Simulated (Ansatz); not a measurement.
# Response to strain in Bi

Base system: Bi (space group R-3m, No. 166; a = 4.4724 Å, c = 11.2652 Å (hexagonal axes); relaxed with 0.1 eV smearing). Axes: x lies along a and z along c of the hexagonal cell.

Strains are applied to the cell and any free atomic positions relax; under biaxial strain the out-of-plane vector relaxes too.

The values are results of PBEsol-D3(BJ) (Ansatz, a quantum-chemistry and plane-wave program, PAW, no spin-orbit coupling), not measurements.

Notes on the quantities. pressure: mean of the normal stresses, compression positive; energy relative to the base: free energy F.

| case | pressure | energy relative to the base | space group | shortest interatomic distance |
|---|---|---|---|---|
| base | 0.0 GPa | 0 meV/atom | R-3m (No. 166) | 3.067 Å |
| biaxial strain −4.80 %, plane normal [001], relaxed out of plane | 1.1 GPa | +22 meV/atom | R-3m (No. 166) | 3.075 Å |
| biaxial strain −4.39 %, plane normal [001], relaxed out of plane | 1.1 GPa | +19 meV/atom | R-3m (No. 166) | 3.069 Å |
| biaxial strain −3.28 %, plane normal [001], relaxed out of plane | 1.0 GPa | +12 meV/atom | R-3m (No. 166) | 3.058 Å |
| isotropic strain +4.80 % | -4.8 GPa | +84 meV/atom | R-3m (No. 166) | 3.128 Å |
| uniaxial strain ε_xx = −2.77 % | ? | ? | C2/m (No. 12) | ? |
| uniaxial strain ε_yy = +1.99 % | -1.0 GPa | +3.1 meV/atom | C2/m (No. 12) | 3.063 Å |
| uniaxial strain ε_zz = −4.40 % | 2.2 GPa | +12 meV/atom | R-3m (No. 166) | 3.066 Å |
| uniaxial strain ε_zz = +2.54 % | -1.0 GPa | +3.4 meV/atom | R-3m (No. 166) | 3.068 Å |
| tensor shear ε_xz = −0.35 % | 0.0 GPa | +0.1 meV/atom | P-1 (No. 2) | 3.057 Å |

### Question
Complete the table.

### Answer

- uniaxial strain ε_xx = −2.77 %, pressure: 1.5 GPa
- uniaxial strain ε_xx = −2.77 %, energy relative to the base: +6.3 meV/atom
- uniaxial strain ε_xx = −2.77 %, shortest interatomic distance: 3.035 Å

Whether these cells are dynamically stable was not tested.
